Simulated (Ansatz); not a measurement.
**InAgTe2: biaxial strain +0.75 %, plane normal [001], relaxed out of plane**

Consider InAgTe₂ in the chalcopyrite structure (space group I-42d, No. 122; a = 6.432 Å, c = 12.766 Å). Axes: x, y, z lie along a, b, c of the conventional cell.

Now apply this change: tensile biaxial strain of 0.75 % in the plane normal to [001], as in epitaxy on a mismatched substrate; the out-of-plane cell vector and the atoms relax.

Computed with PBEsol (Ansatz, an electronic-structure program; PAW; 420 eV plane waves; scalar-relativistic without spin-orbit coupling). k-mesh 7×7×7 (Γ-centred); smearing 0.05 eV (Fermi–Dirac).

```csv
quantity,base,changed,shift
volume per atom,33.01 Å³,33.16 Å³,+0.15 Å³
space group,I-42d (No. 122),I-42d (No. 122),–
shortest interatomic distance,2.746 Å,2.752 Å,+0.006 Å
energy relative to the base (free energy F),0 meV/atom,+0.5 meV/atom,+0.5 meV/atom
"pressure (mean of the normal stresses, compression positive)",0.0 GPa,-0.2 GPa,-0.2 GPa
band gap,0.08 eV,zero,–
out-of-plane strain (rough),–,-1.04 %,–
mean in-plane stress (compression positive) (rough),–,-0.3 GPa,–
```

Without a gap, meshes like the base's 7×7×7 leave anisotropic stresses uncertain by several tenths of a GPa, and small strain energies with them. With Te present, leaving out spin-orbit coupling can change the band edges. No phonon test of stability was made. The final runs are not spin-polarised. Gaps under 0.05 eV, about the width of the smearing, are given as zero. A zero or small gap of InAgTe2 can be the functional's error rather than a property of the material.
